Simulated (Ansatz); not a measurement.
## How the band gap of MoSeS (P-3m1, No. 164, 6 atoms in the cell; start mp-1221404) moves with the method

No measured value is used here.

| level (code) | value (eV) | cell (Å³/atom) |
|---|---|---|
| LDA (Ansatz) | 0.53 | 18.46 |
| PBEsol+SOC (Ansatz) | 0.50 (indirect) | 18.65 |
| r²SCAN+SOC (Ansatz) | 0.66 (indirect) | 18.65 |
| r²SCAN+rVV10 (Ansatz) | 0.86 | 19.52 |

Computed values are for a static lattice. Spin–orbit coupling is included only where a level's name says +SOC; with heavier elements it mostly lowers gaps and can invert bands. The crystal itself was run without spin with LDA, r²SCAN+rVV10; a magnetic state was not tried in these runs. Values are at the level's own equilibrium cell; PBEsol+SOC at the PBE-D3(BJ) cell; r²SCAN+SOC at the PBE-D3(BJ) cell. Cutoffs differ between the levels. Ansatz's density-functional and Hartree–Fock values are scalar-relativistic unless marked +SOC, with PAW data made under PBE.

A start named mp-… is a Materials Project structure, which need not be a measured phase.

Ansatz is a first-principles code.
